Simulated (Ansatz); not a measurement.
Ga2O3 (C2/m, No. 12, 10 atoms in the cell; start COD 7249717), treated with HSE06 (Ansatz, a quantum-chemistry and plane-wave program, plane waves, PAW).

Input file:

Ansatz 0.2 input:
```yaml
crystal:
  lattice:
    - [6.1386018877, -1.5213093324, 0.0048434093]
    - [6.1386018877, 1.5213093324, 0.0048434093]
    - [-1.392194634, 0.0, 5.6398098679]
  atoms:
    - { symbol: Ga, position: [0.9099033392, 0.9099033392, 0.7056805097] }
    - { symbol: Ga, position: [0.0900966608, 0.0900966608, 0.2943194903] }
    - { symbol: Ga, position: [0.6585995618, 0.6585995618, 0.8145473311] }
    - { symbol: Ga, position: [0.3414004382, 0.3414004382, 0.1854526689] }
    - { symbol: O, position: [0.8263289742, 0.8263289742, 0.9354478074] }
    - { symbol: O, position: [0.1736710258, 0.1736710258, 0.0645521926] }
    - { symbol: O, position: [0.8371803521, 0.8371803521, 0.3908296222] }
    - { symbol: O, position: [0.1628196479, 0.1628196479, 0.6091703778] }
    - { symbol: O, position: [0.4961446094, 0.4961446094, 0.7570318801] }
    - { symbol: O, position: [0.5038553906, 0.5038553906, 0.2429681199] }
basis:
  ecutwfc: 460
  ecutrho_ratio: 4
  xc_grid: 2
kpoints:
  mp_grid: { grid: [8, 8, 4] }
  band_path: { path: [[0, 0, 0], [-0.548388, -0.451612, 0.5]], npoints: 1 }
hamiltonian:
  xc: hse06
  dispersion: none
  pseudopotentials: { azcp: { folder: ./paw }, kind: paw }
scf:
  occupations: { method: fermi_dirac, width: 0.01 }
  convergence: { dr2_threshold: 0.000000001 }
output:
  forces: true
  stress: true
  eigenvalues: true
  write_bands: true
```

Output (set-up and result lines):

```
WARN output.stress: scf.exx.energy_threshold = 1e-6 eV is looser than the 1e-7 eV advised for a stress under a hybrid functional (1e-8 eV for each atom of the …
Crystal: 10 atoms, lattice volume = 105.358 Å³
Basis set: ecut = 460 eV, 2381 PW (Γ), FFT grids on a1−a2, a2, a3, exchange–correlation on 48×90×90 points (8 copies of the dense FFT grid, shifted against one another)
Bands: 54, of which v1, the nominal top of the filled ones, is band 44 counted from 1 (43 counted from 0)
Symmetry: 4 space group operations
Space group: C2/m (ITA 12), of the structure as read, at distance tolerance 4.7e-5 Å
k-points: 78 of 256
Initial density: superposition of atomic densities (chi_scale 0.1, normalization cell, long waves kept (reshape's long-wave potential 0.03 eV rms))
SCF iter   1: F=—  HF=-18542.458146 eV  |F-HF|=—  |Δ(HF+E_count)|=         —  Δρ=1.25e-1  dr2=7.91e0
SCF iter   2: F=—  HF=-18540.341623 eV  |F-HF|=—  |Δ(HF+E_count)|=    2.12e0  Δρ=4.01e-2  dr2=8.03e-1
  ...
Crystal: 10 atoms, lattice volume = 105.358 Å³
Initial density: handed on by an earlier stage of this run
Crystal: 10 atoms, lattice volume = 105.358 Å³
Crystal: 10 atoms, lattice volume = 105.358 Å³
SCF iter   1: F=—  HF=-18541.474242 eV  |F-HF|=—  |Δ(HF+E_count)|=         —  Δρ=2.94e-6  dr2=6.20e-9
SCF iter   2: F=-18541.474242 eV  HF=-18541.474242 eV  |F-HF|=1.46e-11  |Δ(HF+E_count)|=   1.91e-9  Δρ=5.58e-7  dr2=7.14e-10
SCF 4 converged in 2 iterations: F = -18541.474242 eV  dr2 = 7.14e-10
Free energy (F): -18541.474242 eV
Internal energy: -18541.474242 eV  (E = F + TS)
E sigma→0 (E₀):  -18541.474242 eV
Fermi energy:    8.856359 eV
--- Forces (eV/Å), atoms counted from 1 ---
  atom   1  Ga     0.00410850    -0.00000000    -0.00585154
  atom   2  Ga    -0.00410850     0.00000000     0.00585154
  atom   3  Ga     0.00170927    -0.00000000    -0.00113710
  atom   4  Ga    -0.00170927     0.00000000     0.00113710
  atom   5  O     -0.00454286    -0.00000000     0.00175337
  atom   6  O      0.00454286     0.00000000    -0.00175337
  atom   7  O     -0.00056115     0.00000000     0.00254555
  atom   8  O      0.00056115    -0.00000000    -0.00254555
  atom   9  O     -0.00434666     0.00000000    -0.00062629
  atom  10  O      0.00434666    -0.00000000     0.00062629
--- Stress (GPa, compression-positive) ---
        0.037861       0.000000      -0.000977
        0.000000      -0.017426      -0.000000
       -0.000977      -0.000000      -0.006795
  P = ⅓ Tr σ = 0.0045 GPa (0.045 kbar)
```

The PAW data were made under PBE.
